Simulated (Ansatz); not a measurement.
Li (Fm-3m, No. 225, 1 atom in the cell; start mp-51; another form than the element's usual one)

Computed with r²SCAN in Ansatz (PAW).

Settings: plane-wave cutoff 560 eV, 22×22×22 k mesh, Fermi–Dirac smearing 0.05 eV, scalar-relativistic PAW data made under PBE.

Cell (relaxed at this level):

```
CELL_PARAMETERS angstrom
      0.00000     2.18813     2.18813
      2.18813     0.00000     2.18813
      2.18813     2.18813     0.00000
ATOMIC_POSITIONS crystal
  Li 0.00000 0.00000 0.00000
```

| Quantity | Value |
|---|---|
| band gap | zero (no gap) |
| bulk modulus B0 | 13.0 GPa |

Note: the relaxation could not lower the start's symmetry, so the cell can be a saddle point above a distorted one; the bulk modulus is −V dP/dV from two relaxed cells at ±2 % in volume.

The computed numbers hold no vibrational or temperature effects.

The result took roughly 13 core-seconds.

A start named mp-… is a Materials Project structure, which need not be a measured phase.

Ansatz is a first-principles code.
